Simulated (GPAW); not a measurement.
Band structure of Ga (Cmce, 4 atoms in the cell).

```
CELL_PARAMETERS angstrom
      2.26000    -3.83000     0.00000
      2.26000     3.83000     0.00000
      0.00000     0.00000     4.53000
ATOMIC_POSITIONS crystal
  Ga 0.15490 0.84510 0.91900
  Ga 0.34510 0.65490 0.41900
  Ga 0.65490 0.34510 0.58100
  Ga 0.84510 0.15490 0.08100
```

Level of theory: PBE, GPAW PAW datasets PBE (gpaw-data 1.0.1) (plane waves; GPAW).

Settings: mode = pw; ecut = 550 eV; xc = PBE; kpts = 4 4 4; mesh shift (steps) = 0 0 0; occupations.name = methfessel-paxton; occupations.width = 0.272 eV; occupations.order = 0; nbands = -8; convergence.forces = 0.001 eV/Å; symmetry.symmorphic = false; symmetry.tolerance = 0.0005; maxiter = 120; bandpath_npoints = 40.

The starting cell has typed, rounded lattice constants, without a prior relaxation at this level.

Levels in eV from the Fermi level, bands 3 to 10:
```
point      3      4      5      6      7      8     9    10
-----  -----  -----  -----  -----  -----  -----  ----  ----
Γ      -3.71  -1.72  -1.68  -0.79   0.90   0.95  1.04  5.12
X      -6.58  -1.05  -1.04  -0.26  -0.10   1.00  1.99  2.80
S      -3.49  -3.49  -1.33  -1.33   0.73   0.73  4.10  4.10
R      -6.22  -6.22  -1.55  -1.55   0.49   0.49  7.15  7.15
A      -6.08  -6.08  -3.64  -3.64   4.13   4.13  5.11  5.11
Z      -0.14  -0.14   0.03   0.03   0.04   0.04  2.10  2.10
Y      -4.24  -3.25  -1.72  -1.51   1.07   1.18  3.35  3.78
X1     -6.58  -1.05  -1.04  -0.26  -0.10   1.00  1.99  2.80
A1     -6.08  -6.08  -3.64  -3.64   4.13   4.13  5.11  5.11
T      -5.42  -5.42  -1.27  -1.27  -0.92  -0.92  6.68  6.68
```

Bands cross the Fermi level along this path, so the cell is metallic at this level.
